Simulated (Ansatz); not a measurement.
System: N vacancy in wurtzite AlN (charge state -1). All values below come from PBE, PAW (plane waves to 420 eV; Ansatz, a program for electronic structure).

192-site cell at the relaxed PBE lattice, the Γ point alone, smearing 0.01 eV, spin-restricted, no finite-size correction. Static, classical nuclei. The charge state is imposed; whether it is stable for some Fermi level was not computed. Forms of the defect that were not tried may lie lower.

Barriers: single points on a 2×2×2 k-point mesh shifted by half a step along c at the bands' geometries (they differ from the bands' own by up to 0.14 eV, and are uncertain by about as much).

The step: one N atom jumps into the vacancy from a nearby N site. Atoms about the jump, Cartesian Å from the middle of the jump, before and after:

```csv
atom,x0,y0,z0,x1,y1,z1
N1,0.82,0.47,-1.28,-0.82,-0.47,1.28
Al2,-0.71,-0.40,-0.51,-0.78,-0.45,-0.73
Al3,0.61,0.36,1.78,0.75,0.43,1.90
Al4,-1.01,-2.19,2.08,-0.85,-2.27,1.93
Al5,2.28,-0.49,-0.56,2.23,-0.32,-0.43
N6,2.29,-0.50,1.36,2.34,-0.53,1.49
N7,0.63,-3.14,1.42,0.71,-3.21,1.38
N8,-0.86,-2.26,-1.13,-0.88,-2.33,-1.15
Al9,-2.40,0.22,2.08,-2.39,0.40,1.93
Al10,0.68,-3.16,-0.50,0.70,-3.18,-0.54
N11,0.71,2.24,1.36,0.71,2.29,1.49
Al12,2.24,-2.29,1.97,2.29,-2.32,1.99
N13,-2.39,0.39,-1.13,-2.46,0.40,-1.15
Al14,0.72,2.22,-0.56,0.84,2.10,-0.43
N15,0.65,0.38,3.79,0.71,0.41,3.86
N16,2.27,-2.30,-1.14,2.24,-2.21,-1.09
N17,-2.45,-3.24,1.37,-2.42,-3.20,1.37
N18,-0.88,-2.39,4.00,-0.86,-2.29,3.86
Al19,-2.41,-3.18,-0.53,-2.44,-3.21,-0.54
Al20,-0.92,-0.53,4.41,-0.85,-0.49,4.46
N21,-2.41,2.12,1.42,-2.42,2.22,1.38
Al22,-2.40,2.17,-0.50,-2.41,2.20,-0.54
N23,-4.03,-0.51,1.37,-3.98,-0.50,1.37
```

Give the saddle-point geometry and the barrier.


| atom | x | y | z |
|---|---|---|---|
| N1 | -0.07 | -0.69 | 0.77 |
| Al2 | -0.82 | -0.53 | -0.82 |
| Al3 | 0.79 | 0.39 | 1.95 |
| Al4 | -0.84 | -2.09 | 1.90 |
| Al5 | 2.16 | -0.58 | -0.38 |
| N6 | 2.43 | -0.51 | 1.50 |
| N7 | 0.72 | -3.24 | 1.41 |
| N8 | -0.90 | -2.38 | -1.27 |
| Al9 | -2.39 | 0.30 | 2.08 |
| Al10 | 0.67 | -3.18 | -0.50 |
| N11 | 0.73 | 2.21 | 1.34 |
| Al12 | 2.28 | -2.33 | 2.00 |
| N13 | -2.45 | 0.39 | -1.18 |
| Al14 | 0.67 | 2.20 | -0.58 |
| N15 | 0.72 | 0.41 | 3.87 |
| N16 | 2.25 | -2.33 | -1.13 |
| N17 | -2.40 | -3.18 | 1.33 |
| N18 | -0.84 | -2.32 | 3.89 |
| Al19 | -2.44 | -3.21 | -0.57 |
| Al20 | -0.90 | -0.49 | 4.38 |
| N21 | -2.42 | 2.15 | 1.39 |
| Al22 | -2.44 | 2.17 | -0.52 |
| N23 | -4.01 | -0.49 | 1.36 |
It lies 2.64 eV above the start and 2.64 eV above the end. The saddle point's order was not checked. Symmetry-equivalent saddle points exist between the same ends.
